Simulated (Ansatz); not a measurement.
Consider SnS2 in the CdI2 type structure (space group P-3m1, No. 164; a = 3.669 Å, c = 5.808 Å; layered, stacked along the Cartesian z axis). Axes: x lies along a and z along c of the hexagonal cell.

Modification: compressive biaxial strain of 2.63 % in the plane normal to [001], as in epitaxy on a mismatched substrate; the out-of-plane cell vector and the atoms relax.

Levels (all Ansatz, a program for electronic structure, PAW, earlier PAW set): PBE-D3(BJ) (420 eV, spin-orbit coupling left out); PBE+SOC (420 eV, spin-orbit coupling included).

The geometry is relaxed with PBE-D3(BJ).

* **PBE-D3(BJ) lowest conduction level above the VBM at special points**: L 1.42 eV; M 1.80 eV; K 1.88 eV; Γ 2.18 eV
* **PBE-D3(BJ) smallest direct gap**: 1.90 eV
* **PBE-D3(BJ) gap character**: indirect, k = (0, 0.100, 0.167) in the run's primitive reciprocal basis → L–M (33 % along)

Problem. How does going to PBE+SOC change the lowest conduction level above the VBM at special points, smallest direct gap and gap character?

Solution. The lowest conduction level above the VBM at special points goes from L 1.42 eV; M 1.80 eV; K 1.88 eV; Γ 2.18 eV to L 1.42 eV; M 1.80 eV; K 1.89 eV; Γ 2.18 eV; the smallest direct gap stays 1.90 eV; the gap character is still indirect, k = (0, 0.100, 0.167) in the run's primitive reciprocal basis → L–M (33 % along).

Single points use the geometry relaxed with PBE-D3(BJ). The spin-orbit shifts are approximate. Stability against distortions was not tested.
